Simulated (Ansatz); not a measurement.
Formation energy of the localised charge states of Si interstitial in wurtzite AlN (start: void with 3N nearest; 96-site cell, 2×2×2 shifted sampling) against the Fermi level, N-rich (Δμ(Si) = -2.47 eV, bounded by beta Si3N4; only phases computed here count, gases as isolated molecules at 0 K). These are PBE, PAW (plane waves to 420 eV; Ansatz, a program for electronic structure) values and carry that method's errors.

Charges with a result: +3, +2, +1, 0. Others weren't obtained, and one of them could lie lower, also by skipping a charge.

Details: 96-site cell; 2×2×2 shifted k-points; host gap 4.03 eV; charged states image-corrected; corrections reach 2.5 eV, so highly charged states may be off by several tenths; flagged in the runs: a host whose relaxation on this sampling wasn't shown to rest, a strain field that reaches the edge of the cell.

| E_F − E_VBM (eV) | q = +3 | q = +2 | q = +1 | q = 0 |
|---|---|---|---|---|
| 0.00 | 4.92 | 5.95 | 8.95 | 11.52 |
| 0.50 | 6.44 | 6.96 | 9.46 | 11.52 |
| 1.01 | 7.95 | 7.97 | 9.96 | 11.52 |
| 1.51 | 9.46 | 8.98 | 10.47 | 11.52 |
| 2.02 | 10.98 | 9.99 | 10.97 | 11.52 |
| 2.52 | 12.49 | 10.99 | 11.48 | 11.52 |
| 3.03 | 14.00 | 12.00 | 11.98 | 11.52 |
| 3.53 | 15.51 | 13.01 | 12.48 | 11.52 |
| 4.03 | 17.03 | 14.02 | 12.99 | 11.52 |

Crossings of the lowest lines: (+3/+2) at 1.03 eV; (+2/0) at 2.78 eV.
